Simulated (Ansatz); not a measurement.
Cells marked so need not be the phases stable at ambient conditions, and some may be hypothetical.

 Where the default PAW files enter, the runs use the earlier of Ansatz's two default sets.

The gap is the functional's own, uncorrected, and κ follows it; spin-orbit coupling is left out. Mid-gap values are interpolated between the computed energies.

A. KAg2AsO4 (I-42m, not sure to be the ambient phase, 8 atoms a cell, 16.3 Å³ an atom, -5 GPa at this level), along the normal of (110)
B. HfNCl (R-3m, not sure to be the ambient phase, 6 atoms a cell, 17.0 Å³ an atom), along the normal of (101)
C. K$_{2}$GeF$_{6}$ (P6_3mc, not sure to be the ambient phase, 18 atoms a cell, 14.3 Å³ an atom), along the normal of (001)
D. Al₂CdS₄ (Fd-3m, spinel, not sure to be the ambient phase, 14 atoms a cell, 19.4 Å³ an atom), along the normal of (111)

**Question.** Rank these by mid-gap decay constant of the slowest evanescent state (highest first), as r2SCAN (Ansatz, an electronic-structure program) gives it.

**Answer.** C (0.57 1/Å), B (0.38 1/Å), D (0.19 1/Å), A (0.15 1/Å)
